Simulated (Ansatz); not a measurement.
TiGe (model structure, started from the NbAs type, I4₁md, No. 109, 4 atoms in the cell) was calculated with r²SCAN (Ansatz, a program for electronic structure, PAW).

Settings: plane-wave cutoff 560 eV, 22×22×22 k mesh, Fermi–Dirac smearing 0.05 eV, no spin polarisation, scalar-relativistic PAW data made under PBE.

Cell (relaxed at this level):

```yaml
crystal:
  lattice:
    - [-1.64578, 1.64578, 6.56719]
    - [1.64578, -1.64578, 6.56719]
    - [1.64578, 1.64578, -6.56719]
  atoms:
    - { symbol: Ti, position: [0.50760, 0.50760, 0.00000] }
    - { symbol: Ti, position: [0.25760, 0.75760, 0.50000] }
    - { symbol: Ge, position: [0.90840, 0.90840, 0.00000] }
    - { symbol: Ge, position: [0.65840, 0.15840, 0.50000] }
```

Predict the bulk modulus B0.


- bulk modulus B0: 112 GPa

Note: the run has no spin polarisation, so it can have missed a magnetic state; the bulk modulus is −V dP/dV from two relaxed cells at ±2 % in volume; the relaxation could raise the start's symmetry but not lower it, so the cell can be a saddle point.

Computed values are for the static lattice.

A model structure was made by putting elements into a prototype or built by hand; it is no filed structure, need not be a known phase, and can be a saddle point held by its symmetry.
